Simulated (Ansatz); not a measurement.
# Worked sum: surface energy of the Si(111) slab with 2 F, the mean of its two faces, with the listed reservoirs for the atoms in excess

Subject: the surface energy of the Si(111) slab with 2 F, the mean of its two faces, with the listed reservoirs for the atoms in excess. Reaction: 10 Si (diamond) + F2 (gas) → cell A.

A: a slab of Si (diamond, Fd-3m) cut along (111), 12 atoms, hexagonal cell of 3.87 Å (13.0 Å²), symmetry P-3m1, 16.6 Å thick under 16 Å of vacuum, in-plane vectors held at the crystal's; planes from bottom to top: F | Si × 10 | F; added, foreign or displaced atoms, above the top plane and below the bottom plane: two times F bound to 1 Si at 1.62 Å; spin state with PBE: run without spin.

Ansatz (an electronic-structure program) with PAW potentials; structures come from PBE relaxations, nuclei static, no net charge. Ansatz runs with its default PAW set. Other levels take these structures. The lattices are those relaxed with PBE, so at other levels the solids can be strained, which adds to the spread. A dispersion term (D3(BJ), or D4 for r2SCAN) was computed beside these levels and is taken off wherever the name lacks it. Cell A has symmetry P-3m1 and got no random move, so less symmetric positions, which may lie lower, weren't tried.

Total energies of the cells in eV, at zero smearing width. They compare only within one column; the weights balance every element.

```csv
cell,atoms,weight,r2SCAN,LDA
A: Si(111) slab with 2 F,12,+1,-8011.68617,-7675.04995
Si (diamond),2,−5,-1278.12961,-1217.27862
F2 (gas),2,−1,-1613.70518,-1581.37095
```

r2SCAN: (-8011.68617) − 5 × (-1278.12961) − (-1613.70518) = -7.3330 eV; dividing by 2 × 12.956 Å² and converting at 16.022 J/m² per eV/Å² gives -4.53 J/m².

LDA: (-7675.04995) − 5 × (-1217.27862) − (-1581.37095) = -7.2859 eV; dividing by 2 × 12.956 Å² and converting at 16.022 J/m² per eV/Å² gives -4.50 J/m².
